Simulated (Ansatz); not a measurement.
# A computed series for Ga2O3: pressure series

Start from Ga₂O₃ in the corundum structure (space group R-3c, No. 167).

```
Ga2O3
1.0
    2.52897     1.46010     4.54140
   -2.52897     1.46010     4.54140
    0.00000    -2.92020     4.54140
Ga O
4 6
Direct
  0.35584   0.35584   0.35584
  0.14416   0.14416   0.14416
  0.64416   0.64416   0.64416
  0.85584   0.85584   0.85584
  0.55310   0.94690   0.25000
  0.25000   0.55310   0.94690
  0.94690   0.25000   0.55310
  0.44690   0.05310   0.75000
  0.75000   0.44690   0.05310
  0.05310   0.75000   0.44690
```

Cell and atoms are relaxed at each pressure.

Method: plane-wave PAW DFT at the PBE level (Ansatz, a program for electronic structure, 420 eV), without spin-orbit coupling, earlier PAW set.

Candidates:
(a) pressure 15 GPa
(b) pressure 7 GPa
(c) pressure 3 GPa

Base values:

| Property | Result |
|---|---|
| Smallest direct gap | 2.64 eV |

**Question.** Order them by smallest direct gap, highest first.

**Answer.** (a) pressure 15 GPa (3.36 eV), (b) pressure 7 GPa (2.99 eV), (c) pressure 3 GPa (2.79 eV)

Load acts through the strain it causes; cell and atoms are relaxed under it. No phonon test of stability was made. Competing high-pressure phases were not computed.
